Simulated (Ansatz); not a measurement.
## Worked example: self-consistent single point of AlCr2C (P3m1, 8 atoms in the cell) in Ansatz

Method of the run: PBEsol, default PAW files made with PBE (plane waves; Ansatz, an electronic-structure program).

Input as run:

Ansatz 0.2 input:
```yaml
crystal:
  lattice:
    - [2.81662500, 0.00000000, 0.00000000]
    - [-1.40831200, 2.43926800, 0.00000000]
    - [0.00000000, 0.00000000, 12.56356600]
  atoms:
    - { symbol: Al, position: [0.66666700, 0.33333300, 0.25398000] }
    - { symbol: Al, position: [0.33333300, 0.66666700, 0.75000000] }
    - { symbol: Cr, position: [0.33333300, 0.66666700, 0.41494000] }
    - { symbol: Cr, position: [0.66666700, 0.33333300, 0.58506000] }
    - { symbol: Cr, position: [0.66666700, 0.33333300, 0.91494000] }
    - { symbol: Cr, position: [0.33333300, 0.66666700, 0.08506000] }
    - { symbol: C, position: [0.00000000, 0.00000000, 0.50000000] }
    - { symbol: C, position: [0.00000000, 0.00000000, 0.00000000] }
basis:
  ecutwfc: 420.0
kpoints:
  mp_grid: { grid: [13, 13, 3] }
hamiltonian:
  xc: pbesol
  pseudopotentials: { kind: paw }
scf:
  occupations: { method: gaussian, width: 0.1 }
output:
  forces: true
  eigenvalues: true
  stress: true
```

The program printed (abridged):

```
WARN the atoms were moved onto the symmetric positions of the space group found under crystal.symmetry.tolerance 1.0e-5 (fractional …
WARN ansatz: RAYON_NUM_THREADS=1 ignored (pool sized by the plan → 1); use --threads N
Pseudopotentials: kind: paw
Pseudopotential: Al, paw, valence charge 3
Pseudopotential: Cr, paw, valence charge 14
Pseudopotential: C, paw, valence charge 4
Crystal: 8 atoms, lattice volume = 86.318 Å³
Basis set: ecut = 420 eV, 1709 PW (Γ), exchange–correlation on 40×40×180 points (8 copies of the dense FFT grid, shifted against one another)
Bands: 43, of which v1, the nominal top of the filled ones, is band 35 counted from 1 (34 counted from 0)
Symmetry: 6 space group operations
Space group: P3m1 (ITA 156), of the structure as read, at distance tolerance 4.4e-5 Å
k-points: 56 of 507 (time reversal used)
PAW frozen core: Al, regenerated for the run's functional, and the local potential with it
PAW frozen core: Cr, regenerated for the run's functional, and the local potential with it
PAW frozen core: C, regenerated for the run's functional, and the local potential with it
Initial density: superposition of atomic densities (neutral atoms: chi_scale 0, normalization atom), corrected by the library's trained network
Initial wavefunctions: pseudopotential atomic-orbital guess
Eigensolver: davidson
Functional: x = pbesol(κ = 0.804, μ = 0.12345679012345678), c = pbesol(β = 0.046)
SCF iter   1: F=—  HF=-14941.106360 eV  |F-HF|=—  |Δ(HF+E_count)|=         —  Δρ=1.44e-2  dr2=1.57e-1  ethr=1.77e-3  ⟨swp⟩=5.9  Hψ=8896  notcnv=0
all-band conjugate gradients solve this SCF's bands
preconditioner: auto → Kerker (q_TF=auto, 2.635 Å⁻¹)
SCF iter   2: F=—  HF=-14941.081877 eV  |F-HF|=—  |Δ(HF+E_count)|=   2.45e-2  Δρ=5.39e-3  dr2=2.34e-2  ethr=2.24e-4  ⟨swp⟩=2.0  Hψ=3653  notcnv=0  defer=70
SCF iter   3: F=—  HF=-14941.078947 eV  |F-HF|=—  |Δ(HF+E_count)|=   2.93e-3  Δρ=1.87e-3  dr2=4.35e-3  ethr=3.34e-5  ⟨swp⟩=1.9  Hψ=2458  notcnv=0  defer=70
SCF iter   4: F=—  HF=-14941.078552 eV  |F-HF|=—  |Δ(HF+E_count)|=   3.95e-4  Δρ=3.95e-4  dr2=4.77e-4  ethr=6.21e-6  ⟨swp⟩=2.1  Hψ=2737  notcnv=0  defer=70
SCF iter   5: F=—  HF=-14941.078520 eV  |F-HF|=—  |Δ(HF+E_count)|=   3.20e-5  Δρ=1.09e-4  dr2=3.36e-5  ethr=6.82e-7  ⟨swp⟩=1.0  Hψ=2339  notcnv=0  defer=70
SCF iter   6: F=—  HF=-14941.078498 eV  |F-HF|=—  |Δ(HF+E_count)|=   2.16e-5  Δρ=3.97e-5  dr2=6.20e-6  ethr=4.80e-8  ⟨swp⟩=2.4  Hψ=3181  notcnv=0  defer=70
SCF iter   7: F=—  HF=-14941.078498 eV  |F-HF|=—  |Δ(HF+E_count)|=  7.99e-10  Δρ=1.75e-5  dr2=3.90e-7  ethr=8.86e-9  ⟨swp⟩=1.0  Hψ=2338  notcnv=0  defer=70
SCF iter   8: F=-14941.078498 eV  HF=-14941.078498 eV  |F-HF|=8.78e-8  |Δ(HF+E_count)|=   5.09e-8  Δρ=5.56e-6  dr2=9.20e-8  ethr=1.43e-10  ⟨swp⟩=8.8  Hψ=8593  notcnv=0
SCF 1 converged in 8 iterations: F = -14941.078498 eV  dr2 = 9.20e-8
SCF converged after 8 iterations
Free energy (F): -14941.078498 eV
Harris-Foulkes:  -14941.078498 eV  (|F-HF|=8.78e-8)
Internal energy: -14941.049002 eV  (E = F + TS)
E sigma→0 (E₀):  -14941.063750 eV
Entropy (-TS):   -0.029496 eV (-3.687 meV/atom)
Fermi energy:    15.179622 eV
--- Per-component energies (eV) ---
  E_band       = -710.348227
  E_kinetic    = 1609.833025
  E_local      = -8470.870243  (includes V_loc(G=0)·N_el)
  E_nonlocal   = 396.131306
  E_hartree    = 3814.275117
  E_xc         = -735.833301
  E_vxc        = -896.793728  (∫ρ·V_xc dr)
  E_paw        = -5769.460724  (= ΣΔE_a)
  E_vpaw       = -977.188152  (= ΣTr[D̂ρ^β])
  E_aug_tail   = 0.001432  (compensation charges beyond the density's cutoff)
  E_ewald      = -5785.846093
  E_core_change = 0.720477  (= ΣΔE_core)
  E_smearing   = -0.029496  (= −TS)
  E_closure    = 0.000000  (closes the sum)
  Σ components = -14941.078498   (vs F -14941.078498, Δ=0.00e0)
--- Forces (eV/Å), atoms counted from 1 ---
  atom   1  Al     0.00000000    -0.00000000    -0.50240112
  atom   2  Al     0.00000000     0.00000000    -0.00904561
  atom   3  Cr     0.00000000     0.00000000     0.41215590
  atom   4  Cr     0.00000000    -0.00000000    -0.18631505
  atom   5  Cr    -0.00000000    -0.00000000     0.22379653
  atom   6  Cr     0.00000000     0.00000000    -0.03361271
  atom   7  C      0.00000000     0.00000000     0.04900615
  atom   8  C      0.00000000    -0.00000000     0.04641732
  max |Σ_I F_I| component: 1.39e-6 eV/Å
--- Stress (GPa, compression-positive) ---
       -1.185145       0.000000       0.000000
        0.000000      -1.185145       0.000000
       -0.000000       0.000000      -0.018363
  P = ⅓ Tr σ = -0.7962 GPa (-7.962 kbar)
  The stress holds the Pulay correction. Without it, at fixed plane waves, as pw.x and ABINIT print it: P = -1.0107 GPa
--- Band table (eV; the first three rows and the last of 56) ---
  k-point 0: bands = ["-56.4537", "-56.4408", "-56.3952", "-56.3822", "-28.0591", "-28.0441", "-27.8190", "-27.8190", "-27.8113", "-27.8113", "-27.7774", "-27.7774", "-27.7695", "-27.7695", "-27.7422", "-27.7267", "1.6600", "1.7658", "5.4737", [...]
  k-point 1: bands = ["-56.4537", "-56.4408", "-56.3952", "-56.3822", "-28.0591", "-28.0441", "-27.8190", "-27.8190", "-27.8113", "-27.8113", "-27.7774", "-27.7774", "-27.7695", "-27.7695", "-27.7422", "-27.7267", "1.6837", "1.7397", "5.6235", [...]
  k-point 2: bands = ["-56.4507", "-56.4378", "-56.3936", "-56.3805", "-28.0552", "-28.0402", "-27.8405", "-27.8326", "-27.8253", "-27.8176", "-27.7914", "-27.7836", "-27.7792", "-27.7714", "-27.7401", "-27.7247", "1.7676", "1.8670", "5.6195", [...]
  k-point 55: bands = ["-56.3847", "-56.3730", "-56.3721", "-56.3593", "-28.0875", "-28.0802", "-28.0512", "-28.0431", "-28.0314", "-28.0230", "-27.9495", "-27.9422", "-27.8097", "-27.7960", "-27.7861", "-27.7717", "4.0175", "4.0252", "9.0742", [...]
```

The run converged in 8 iterations.

The starting cell comes from a database of computed structures (which also holds hypothetical and non-ambient phases and stackings), without a prior relaxation at this level. Its lattice was rescaled by up to half a per cent. One atom was moved a little off its site on purpose. Spin polarisation is off. Ansatz's pressure includes its estimate of the finite-basis (Pulay) stress.
